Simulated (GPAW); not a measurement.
GPAW run on VH (Fm-3m, 2 atoms in the cell): self-consistent single point.

Method: LDA (Perdew-Wang 92), GPAW PAW datasets LDA (gpaw-data 1.0.1) (plane waves; GPAW).

```
VH
1.0
    0.00000     1.96375     1.96375
    1.96375     0.00000     1.96375
    1.96375     1.96375     0.00000
V H
1 1
Direct
  0.00000   0.00000   0.00000
  0.50000   0.50000   0.50000
```

Reference input (self-consistent single point, DFT PBEsol, plane waves, GPAW PAW datasets PBEsol (made by gpaw-setup)): mode = pw; ecut = 850 eV; xc = PBEsol; kpts = 14 14 14; mesh shift (steps) = 0 0 0; occupations.name = methfessel-paxton; occupations.width = 0.1 eV; occupations.order = 0; nbands = -8; convergence.density = 1e-05 e/electron; symmetry.symmorphic = false; symmetry.tolerance = 0.0005. This run's input differs from it in these lines:

```diff
@@ -13,3 +13,3 @@
 calc = GPAW(mode={'name': 'pw', 'ecut': 850},
-            xc='PBEsol',
+            xc='LDA',
             kpts={'size': (14, 14, 14), 'gamma': True},
```

Its files differ too (potentials: GPAW PAW datasets LDA (gpaw-data 1.0.1)).

Output (repeated stretches shortened):

```
     iter     time        total  log10-change:
                         energy   eigst   dens
iter:   1 --:--:--   -13.990836
iter:   2 --:--:--   -13.883863   -0.92  -1.37
iter:   3 --:--:--   -13.578918   -1.31  -1.42
iter:   4 --:--:--   -13.568835   -3.40  -1.76
iter:   5 --:--:--   -13.517215   -2.57  -1.78
iter:   6 --:--:--   -13.517085   -4.01  -2.58
iter:   7 --:--:--   -13.517072c  -5.52  -2.74
iter:   8 --:--:--   -13.516052c  -4.46  -2.82
iter:   9 --:--:--   -13.516044c  -5.97  -4.02
iter:  10 --:--:--   -13.516042c  -6.86  -3.92
iter:  11 --:--:--   -13.516042c  -9.26c -5.14c
Converged after 11 iterations.

Dipole moment: (-0.000000, -0.000000, -0.000000) |e|*Ang

Energy contributions relative to reference atoms: (reference = -25779.730793)

Kinetic:         +0.718374
Potential:       -1.319728
External:        +0.000000
XC:             -13.014019
Entropy (-ST):   -0.006215
Local:           +0.102438
SIC:             +0.000000
--------------------------
Free energy:    -13.519149
Extrapolated:   -13.516042

Showing only first 2 kpts
 Kpt  Band  Eigenvalues  Occupancy
  0     5      9.42520    1.71066
  0     6      9.42520    1.71066
  0     7      9.42520    1.71066
  0     8     10.88328    0.00000

  1     5      9.26655    1.99904
  1     6      9.52020    0.77646
  1     7      9.52020    0.77646
  1     8     10.69002    0.00000

Fermi level: 9.50013

No gap
No difference between direct/indirect transitions
Energy (eV): -13.516042

Forces in eV/Ang:
  0 V     0.00000    0.00000    0.00000
  1 H     0.00000   -0.00000   -0.00000

Stress tensor:
     0.055533     0.000000     0.000000
     0.000000     0.055533    -0.000000
     0.000000    -0.000000     0.055533
Stress (GPa, Voigt): [ 8.8974  8.8974  8.8974 -0.      0.      0.    ]
```

The run converged in 11 iterations. GPAW prints stress with tension positive. Against the reference run the pressure goes from -2.84 to -8.90 GPa.

The starting cell comes from a database of computed structures (which also holds hypothetical and non-ambient phases and stackings), without a prior relaxation at this level. Spin polarisation is off. With a pressure of about -9 GPa the cell is away from its equilibrium volume at this level.

Cost on one core of a shared machine: roughly 30 s.
